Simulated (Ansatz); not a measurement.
Consider a periodic stack without vacuum, fcc Pt (1 1 0) on germanium (1 1 0) (film strained to the substrate, faces as cut): substrate slab Ge16, film Pt16, surface cells [[0, -1], [1, -1]] and [[1, 0], [1, 2]], film strained by +2.6 and +2.6 %, faces Ge/Ge and Pt/Pt as cut (like faces can put a slab off its formula). Its start:

```
CELL_PARAMETERS angstrom
      4.07294     0.00000    -0.02468
      4.07294     5.76000     0.08077
     -0.51922     2.47067    26.82090
ATOMIC_POSITIONS crystal
  Ge 0.24892 0.48619 0.09338
  Ge 0.48702 0.74682 0.09942
  Ge 0.43312 0.96365 0.01397
  Ge 0.90588 0.43636 0.00974
  Ge 0.33558 0.43457 0.24903
  Ge 0.58534 0.68486 0.24771
  Ge 0.27954 0.97493 0.17200
  Ge 0.53295 0.22166 0.17279
  Ge 0.44668 0.33938 0.40358
  Ge 0.69621 0.58842 0.39582
  Ge 0.38064 0.89622 0.32341
  Ge 0.63285 0.14432 0.32548
  Ge 0.82612 0.97065 0.57757
  Ge 0.83272 0.46621 0.53854
  Ge 0.49463 0.79981 0.47035
  Ge 0.75051 0.04608 0.48005
  Pt 0.41531 0.39597 0.66139
  Pt 0.92805 0.88548 0.66915
  Pt 0.61264 0.69017 0.61047
  Pt 0.12456 0.17790 0.61301
  Pt 0.02465 0.80810 0.76942
  Pt 0.52034 0.31160 0.76555
  Pt 0.21825 0.10443 0.71690
  Pt 0.72693 0.59494 0.71463
  Pt 0.61569 0.23489 0.86846
  Pt 0.11655 0.73536 0.87079
  Pt 0.81974 0.52221 0.81654
  Pt 0.31950 0.02236 0.81887
  Pt 0.17429 0.66720 0.98052
  Pt 0.71626 0.16557 0.97599
  Pt 0.41233 0.94571 0.92083
  Pt 0.91249 0.45030 0.91769
```

The start was prepared with a machine-learned potential, and the result is one local minimum, with the in-plane cell held and forces under 0.04 eV/Å; the film can end far from its bulk form.

The numbers are results of PBE (plane waves to 420 eV, PAW; Ansatz, a first-principles code), not measurements. No spin–orbit coupling; the runs are not spin-polarised; PBE gaps are too small against experiment. Its k-point mesh 9×6×1, Fermi–Dirac width 0.05 eV.

Question: Predict the relaxed interface.

Answer: The interface area is 23.5 Å² and the period comes out as 26.94 Å. The gaps between the outermost planes at the two interfaces is 0.93 and 0.63 Å and the Ge–Pt contacts across the interfaces within 1.22 times the sum of covalent radii is 18, mean 2.60 Å.
